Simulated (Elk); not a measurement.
Input and output of a self-consistent single point for Al2Au (Fm-3m, 3 atoms in the cell) (Elk).

Level of theory: PBEsol, all-electron FP-LAPW, Elk's shipped species files, APW+lo basis with extra local orbitals (Elk).

```
Al2Au
1.0
    0.00000     3.04317     3.04317
    3.04317     0.00000     3.04317
    3.04317     3.04317     0.00000
Al Au
2 1
Cartesian
  1.52158   1.52158   1.52158
  4.56475   4.56475   4.56475
  0.00000   0.00000   0.00000
```

Reference input (self-consistent single point, DFT, PBE, all-electron FP-LAPW, Elk's shipped species files, APW+lo basis with extra local orbitals): xctype = 20; rgkmax = 7.5; swidth = 0.00367493 Ha; ngridk = 9 9 9; tforce = true; gmaxvr = 18 1/bohr; lmaxapw = 10; lmaxo = 8; nxlo = 2; lorbcnd = true; lradstp = 2; nrmtscf = 2. This run's input differs from it in these lines:

```diff
@@ -4,3 +4,3 @@
 xctype
-  20
+  22
```

The program printed (abridged):

```
│ Self-consistent loop started │
│ Loop number : 1 │
 total energy                :     -19493.9099952
│ Loop number : 2 │
 total energy                :     -19495.4666958
RMS change in Kohn-Sham potential (target) :   0.4208751595     (  0.1000000000E-05)
Absolute change in total energy (target)   :    1.556700643     (  0.1000000000E-03)
│ Loop number : 3 │
 total energy                :     -19495.4793689
RMS change in Kohn-Sham potential (target) :   0.4131182370     (  0.1000000000E-05)
Absolute change in total energy (target)   :   0.4018482016     (  0.1000000000E-03)
│ Loop number : 4 │
   [... lines left out ...]
Absolute change in total energy (target)   :   0.4808620943E-02 (  0.1000000000E-03)
│ Loop number : 13 │
 total energy                :     -19527.4289449
RMS change in Kohn-Sham potential (target) :   0.6260696966E-06 (  0.1000000000E-05)
Absolute change in total energy (target)   :   0.3935756249E-03 (  0.1000000000E-03)
│ Loop number : 14 │
 total energy                :     -19527.4288965
RMS change in Kohn-Sham potential (target) :   0.3224352515E-06 (  0.1000000000E-05)
Absolute change in total energy (target)   :   0.4994358460E-04 (  0.1000000000E-03)
Convergence targets achieved

│ Loop number : 15 │

Energies :
 Fermi                       :     0.265793233203
 total energy                :     -19527.4288612

Density of states at Fermi energy :    29.97715535
 (states/Hartree/unit cell)

Estimated indirect band gap :   0.2326275237E-02
 from k-point     18 to k-point     27
Estimated direct band gap   :   0.1078030462E-01
 at k-point     13

Charges :
 core                        :    56.00000000
 valence                     :    49.00000000
 interstitial                :    4.986423555
 muffin-tins (core leakage)
  species :    1 (Al)
   atom    1                 :    10.93969678     (  0.9443443905E-03)
   atom    2                 :    10.93969678     (  0.9443443905E-03)
  species :    2 (Au)
   atom    1                 :    78.13418288     (  0.2424351328E-03)
   [... lines left out ...]
   total force               :    -0.00000000    0.00000000   -0.00000000
   total magnitude           :     0.00000000
 species :    2 (Au)
  atom :    1
   Hellmann-Feynman          :    -0.00000000    0.00000000    0.00000000
   IBS                       :     0.00000000   -0.00000000   -0.00000000
   total force               :     0.00000000    0.00000000    0.00000000
   total magnitude           :     0.00000000
```

The run converged in 15 iterations. The count includes the last loop, which Elk runs after its targets are met. 

The starting cell comes from a database of computed structures (which also holds hypothetical and non-ambient phases and stackings), without a prior relaxation at this level. Its lattice was rescaled by a random factor within 2.5 % of one. Spin-orbit coupling is off. Values depend on the basis (sphere radii, cutoffs, local orbitals), which need not be converged. The log's line on a gap gives a spacing of levels on this mesh, which the program prints for metals too.
